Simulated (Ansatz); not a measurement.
Base system: SnO$_{2}$ in the rutile structure (space group P4_2/mnm, No. 136).

```xyz
6
Lattice="4.7224 0.0000 0.0000 0.0000 4.7224 0.0000 0.0000 0.0000 3.1903" Properties=species:S:1:pos:R:3 pbc="T T T"
Sn     0.0000     0.0000     0.0000
Sn     2.3612     2.3612     1.5952
O      1.4454     1.4454     0.0000
O      3.8065     0.9158     1.5952
O      0.9158     3.8065     1.5952
O      3.2770     3.2770     0.0000
```

Cartesian axes are those of the cell as printed.

Calculations: plane-wave PAW DFT at the LDA level (Ansatz, a program for electronic structure, 420 eV), no SOC.

For the base:

| Property | Value |
|---|---|
| Electron mass | 0.18 mₑ along c, 0.20 mₑ across (at Γ) |
| Band gap | 1.16 eV |
| Valence-band top at Γ | 0.00, -0.80, -0.80 eV |

Perturbation: uniaxial strain ε_zz = −3.00 %, all other strain components held at zero; the atoms relax in the strained cell.

Task: What happens to the electron mass, band gap, valence-band top at Γ, largest internal atomic displacement and stress?

Result: The electron mass changes from 0.18 mₑ along c, 0.20 mₑ across (at Γ) to 0.20 mₑ along z, 0.24 mₑ across (at Γ); the band gap increases by 0.42 eV to 1.58 eV; the valence-band top at Γ (three highest levels, from the VBM) changes from 0.00, -0.80, -0.80 eV to 0.00, -0.88, -0.88 eV; the largest internal atomic displacement comes out as 0.011 Å; the stress (xx, yy, zz, yz, xz, xy; compression positive) amounts to (5.06, 5.06, 14.18, 0.00, 0.00, 0.00) GPa.

Effective masses come from finite differences of ±0.01 Å⁻¹. No phonon test of stability was made.
